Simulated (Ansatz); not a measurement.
# Hypothetical cubic perovskite MnTlI3, response to strain

Consider MnTlI$_{3}$ in the cubic perovskite structure (space group Pm-3m, No. 221; a = 5.739 Å; ferromagnetic; a hypothetical phase, not in the database extracts checked). Axes: x, y, z lie along the cube axes.

Strains are applied to the cell and any free atomic positions relax; under biaxial strain the out-of-plane vector relaxes too; under stress the whole cell relaxes.

The values are results of DFT with r2SCAN, PAW potentials and a 500 eV plane-wave cutoff in Ansatz (an electronic-structure program), no spin-orbit coupling, not measurements.

Notes on the quantities. energy relative to the base: free energy F.

| case | smallest direct gap | band gap | gap character | energy relative to the base |
|---|---|---|---|---|
| base | 1.97 eV | 0.69 eV | – | 0 meV/atom |
| biaxial strain −3.18 %, plane normal [001], relaxed out of plane | 1.58 eV | [?] | indirect, A → Γ | +13 meV/atom |
| biaxial strain +2.30 %, plane normal [001], relaxed out of plane | 1.92 eV | 0.59 eV | indirect, A → Γ | +5.2 meV/atom |
| biaxial strain +4.41 %, plane normal [110], relaxed out of plane | 1.53 eV | 0.54 eV | indirect, T → Γ | +18 meV/atom |
| uniaxial strain ε_zz = +4.70 % | 1.85 eV | 0.57 eV | indirect, A → Γ | +9.3 meV/atom |
| uniaxial strain ε_zz = +4.85 % | [?] | 0.56 eV | indirect, A → Γ | +9.8 meV/atom |
| tensor shear ε_yz = −0.79 % | 1.97 eV | 0.69 eV | indirect, T → Γ | +0.3 meV/atom |
| uniaxial stress, 0.5 GPa compression along z | 1.92 eV | 0.62 eV | indirect, A → Γ | +0.8 meV/atom |

Task: What belongs in the blanks?

Result: 
- biaxial strain −3.18 %, plane normal [001], relaxed out of plane, band gap: 0.45 eV
- uniaxial strain ε_zz = +4.85 %, smallest direct gap: 1.84 eV

The magnetic state is the one reached from the starting moments; the real material's order can differ, and small cells can't hold many antiferromagnetic ones. Spin-orbit coupling, missing from the scalar runs, can matter with I and Tl. Beyond what the load breaks, stability against distortions was not tested. Many cubic perovskites are stable only at high temperature; tilts and polar distortions were not tested. k-point labels follow each cell's own Brillouin zone.
